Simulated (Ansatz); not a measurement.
The starting structures come from a database of crystals and need not be the phases stable at ambient conditions.

# Evanescent states of BAs (P6_3mc, wurtzite, not sure to be the ambient phase, 4 atoms a cell, 14.0 Å³ an atom, -3 GPa at this level) along the normal of (100)

Method: r2SCAN (plane waves, PAW; Ansatz, a first-principles code).

The gap is the functional's own. No spin-orbit coupling. Mid-gap values are interpolated on the energy grid.

Energies count from the valence-band top; κ is the least over a 10×6 mesh across the current.

| E (eV) | κ (1/Å) | where |
|---|---|---|
| 0.04 | 0.039 | Γ |
| 0.12 | 0.067 | Γ |
| 0.20 | 0.085 | Γ |
| 0.28 | 0.100 | Γ |
| 0.36 | ? | Γ |
| 0.44 | ? | Γ |
| 0.52 | ? | Γ |
| 0.60 | ? | Γ |
| 0.68 | ? | Γ |
| 0.76 | ? | off Γ |
| 0.84 | ? | off Γ |
| 0.92 | ? | off Γ |
| 1.00 | ? | off Γ |
| 1.08 | 0.102 | off Γ |
| 1.16 | 0.086 | off Γ |
| 1.24 | 0.064 | off Γ |
| 1.32 | 0.030 | off Γ |

Task: What belongs in the gaps?

Result: 
- 0.36, κ (1/Å): 0.113
- 0.44, κ (1/Å): 0.124
- 0.52, κ (1/Å): 0.133
- 0.60, κ (1/Å): 0.142
- 0.68, κ (1/Å): 0.150
- 0.76, κ (1/Å): 0.149
- 0.84, κ (1/Å): 0.139
- 0.92, κ (1/Å): 0.128
- 1.00, κ (1/Å): 0.116
